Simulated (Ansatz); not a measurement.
The starting structures come from a database of crystals and need not be the phases stable at ambient conditions.

 Where the default PAW files enter, the runs use the earlier of Ansatz's two default sets.

By PBEsol, the system below comes out a metal.

Data:

```
YGe
1.0
    3.87551     0.00000     0.00000
    0.00000     5.65845     0.00000
    0.00000    -1.55644     3.89763
Y Ge
2 2
Direct
  0.75000   0.72278   0.86139
  0.25000   0.27722   0.13861
  0.75000   0.16876   0.58438
  0.25000   0.83124   0.41562
```

Space group of this cell: Cmcm. The cell is strained (all lengths scaled by 0.98); by PBEsol its mean pressure is 2.8 GPa.

The current flows along the normal of the first two printed cell vectors. No spin-orbit coupling; the value is a mean over 0.1 eV about the Fermi level.

Question: Predict the ballistic conductance per area from PBEsol run with Ansatz (a program for electronic structure).

Answer: 0.21 × 10¹⁵ S/m² for both spins.
